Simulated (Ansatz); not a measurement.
Terminations of the (100) surface of rock-salt TiC, measured from the surface 'clean 1x1'. Atoms come from or go to: Al: fcc Al, C: graphite, O: ½ O2(g), Ti: hcp Ti, V: bcc V, W: bcc W. ΔE is the energy of forming the row's surface from that one (negative: more stable at these reservoirs); the vacuum level's shift is aligned on the shared bottom. No zero-point or thermal terms. These are constructed structures in small cells; real faces may alloy, dewet or reconstruct in larger ones, and not all known structures of the face are among them. Slabs of about 13 Å, Fermi-Dirac smearing of 0.1 eV. Bottom of the slabs: a bare face, its two planes held. Relaxed from the named starts with such symmetry as they have, on meshes of like density; energies extrapolated to zero smearing; spin only where a row says so; no spin-orbit coupling, no U. Brackets mark spin-polarised runs, whose order is one that fits the cell. A dash marks a value that is undefined for that row (no clear gap, or no work function of a gapped slab) or was not read reliably on its mesh.

All values below come from PBE (plane waves to 420 eV, PAW; Ansatz, a program for electronic structure).

```csv
surface,atoms added per 1x1,ΔE per 1x1 (eV),shift of the vacuum level (eV),work function (eV)
"a layer of Ti, one atom over each C",+1 Ti,0.25,-1.04,3.53
top plane replaced by AlO,"+1 Al, -1 C, +1 O, -1 Ti",[?],-1.18,3.36
top plane replaced by WO (1 O–Ti bonds broke),"-1 C, +1 O, -1 Ti, +1 W",-0.17,-0.46,4.05
"V on all Ti sites of the second plane [spin start, no net moment]","-1 Ti, +1 V",0.84,-0.37,4.11
"W on half the Ti sites of the top plane, c(2x2)","-0.5 Ti, +0.5 W",0.37,-0.56,3.94
"half the Ti sites of the top plane empty, c(2x2)",-0.5 Ti,[?],0.94,5.39
```

### Question
What belongs in the gaps?

### Answer

- top plane replaced by AlO, ΔE per 1x1 (eV): -2.42
- half the Ti sites of the top plane empty, c(2x2), ΔE per 1x1 (eV): 3.96
